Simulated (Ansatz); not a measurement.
# Os: isotropic strain +0.50 %

Consider Os in the hcp (Mg type) structure (space group P6_3/mmc, No. 194; a = 2.7543 Å, c = 4.3474 Å; relaxed with 0.1 eV smearing).

The change: every lattice vector is stretched by 0.50 %; the atoms relax in the strained cell.

Computed with PBE (Ansatz, an electronic-structure program), no spin-orbit coupling. k-mesh 24×24×13 (Γ-centred); smearing 0.1 eV (Fermi–Dirac).

The volume per atom goes up by 0.22 Å³ to 14.50 Å³ and the space group remains P6_3/mmc (No. 194). The shortest interatomic distance goes up by 0.0135 Å, from 2.693 Å to 2.707 Å and the energy grows by 3.9 meV/atom. The pressure (mean of the normal stresses, compression positive) goes from zero to -5.7 GPa and the band gap stays zero.

Final structure:

```
CELL_PARAMETERS angstrom
      2.76810     0.00000     0.00000
     -1.38405     2.39725     0.00000
      0.00000     0.00000     4.36912
ATOMIC_POSITIONS crystal
  Os 0.66667 0.33333 0.75000
  Os 0.33333 0.66667 0.25000
```

Stability against distortions was not tested. The final runs are not spin-polarised.
